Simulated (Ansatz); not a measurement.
Input:

Host crystal: wurtzite ZnO, with a band gap (PBE, scalar-relativistic without spin-orbit coupling).

End structure of OH on the 1x1 (10-10) surface of wurtzite ZnO (cut with top plane O + Zn), one in a 2x1 cell, started at the site 'top Zn #2':

```xyz
34
Lattice="6.5590 0.0000 0.0000 0.0000 5.2938 0.0000 0.0000 0.0000 28.5000" Properties=species:S:1:pos:R:3 pbc="T T T"
O      1.6397     1.9980     9.5337
O      4.9192     1.9980     9.5337
Zn     1.6397     5.4592     9.8703
Zn     4.9192     5.4592     9.8703
O      0.0000     4.6170    10.4747
O      3.2795     4.6170    10.4747
Zn     0.0000     2.6193    10.3425
Zn     3.2795     2.6193    10.3425
O      0.0000     1.9680    12.3364
O      3.2795     1.9680    12.3364
Zn     0.0000     5.2726    12.4339
Zn     3.2795     5.2726    12.4339
O      1.6397     4.6064    13.3227
O      4.9192     4.6064    13.3227
Zn     1.6397     2.5965    13.2567
Zn     4.9192     2.5965    13.2567
O      1.6345     1.9674    15.1753
O      4.9199     1.9547    15.1589
Zn     1.6492     5.2540    15.2440
Zn     4.9099     5.2436    15.2408
O     -0.0003     4.5994    16.1281
O      3.2798     4.6089    16.1523
Zn    -0.0217     2.5997    16.1111
Zn     3.2971     2.6142    16.0986
O     -0.0189     1.9161    18.0215
O      3.2871     1.9257    17.9814
Zn     0.0052     5.2127    18.0900
Zn     3.2923     5.2342    18.1692
O      1.6343     4.5690    18.9138
O      4.9410     4.4527    18.8311
Zn     1.6461     2.7245    18.6031
Zn     4.9098     2.5675    19.0867
O      4.5786     6.7044    20.5332
H      5.3251     6.1566    20.8304
```

Set-up: 34 atoms, 9.4 Å thick at the start under the adsorbate (thin: gaps and levels are the slab's own); mesh 3x3x1; 0.01 eV smearing; dipole correction on; single point; no symmetry held, on the structure that PBE left; spin-polarised, ending with about 1.0 μB a cell; orders that need a larger cell were not tried, no spin-orbit, no U, no dispersion correction. The program's check for a lower electronic state was not made. It is one chosen start, not shown to be the lowest state of the adsorbate.

A negative adsorption energy means that the adsorbate is more stable on the surface than in its reference.

Task: What adsorption energy against H2O(g) − ½ H2(g) at the same level does HSE06, at the PBE geometry and the start's symmetry run with Ansatz (an electronic-structure program) give?

Result: 2.23 eV

Task: Predict the change of the step from the bottom to the top vacuum level, against the clean slab from HSE06, at the PBE geometry and the start's symmetry.

Result: -0.16 eV
